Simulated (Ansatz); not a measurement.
Surface: Si(111) 1x1 surface, 6 top atoms, 3 bilayers, bottom bilayer H-capped and fixed, every top atom capped by H; cell 11.5 x 6.6 Å; two neighbouring H replaced by OH; about 7 Å thick over the host's atoms, 18 atoms held. Level of theory: PBE-D3(BJ) (plane waves to 420 eV, PAW; Ansatz, a program for electronic structure). k mesh 1 x 2 x 1. The slab states were run without spin polarisation. A thicker slab, a larger cell or a denser mesh can move such energies by a tenth of an eV or more. No zero-point or entropy terms are included. Each state was relaxed from one prepared geometry.

One SiF4 a cell is brought to Si(111):H with two OH. Relaxed result near the molecule:

```csv
atom,x (Å),y (Å),z (Å)
H(29),3.810,-0.037,10.986
H(44),7.692,0.036,11.026
H(45),9.627,3.339,11.027
O(46),5.548,3.441,11.200
H(47),4.618,3.525,11.481
Si(a0),6.552,2.000,13.604
F(a1),5.703,3.248,14.062
F(a2),5.649,0.970,12.819
F(a3),7.819,2.417,12.761
F(a4),7.080,1.279,14.910
```

Question: What is the adsorption energy against the free SiF4 and the slab before, and how much of it is dispersion?

Answer: -0.27 eV (negative: bound); the D3 term gives -0.22 eV of it. Its closest contacts to the rest of the cell: F(a3)...H(45) 2.67 Å, F(a2)...H(29) 2.79 Å, F(a1)...H(47) 2.81 Å.
